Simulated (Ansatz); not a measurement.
We consider AlB2-type HfB₂, described by BLYP in Ansatz (PAW).

Numerical settings: plane-wave cutoff 520 eV, 18×18×16 k mesh (along the axes of the cell as run), Fermi–Dirac smearing 0.05 eV, scalar-relativistic PAW data made under PBE.

Starting structure:

```yaml
crystal:
  lattice:
    - [3.14000, 0.00000, 0.00000]
    - [-1.57000, 2.71932, 0.00000]
    - [0.00000, 0.00000, 3.48000]
  atoms:
    - { symbol: Hf, position: [0.00000, 0.00000, 0.00000] }
    - { symbol: B, position: [0.66667, 0.33333, 0.50000] }
    - { symbol: B, position: [0.33333, 0.66667, 0.50000] }
```

Question: Into what structure does the relaxation of cell and atoms lead at this level, with the symmetry of the start kept?

Answer: The volume increases by 3.3 %; final space group P6/mmm.
```yaml
crystal:
  lattice:
    - [3.15826, 0.00000, 0.00000]
    - [-1.57913, 2.73514, 0.00000]
    - [0.00000, 0.00000, 3.55401]
  atoms:
    - { symbol: Hf, position: [0.00000, 0.00000, 0.00000] }
    - { symbol: B, position: [0.66667, 0.33333, 0.50000] }
    - { symbol: B, position: [0.33333, 0.66667, 0.50000] }
```

Ansatz is a first-principles code.
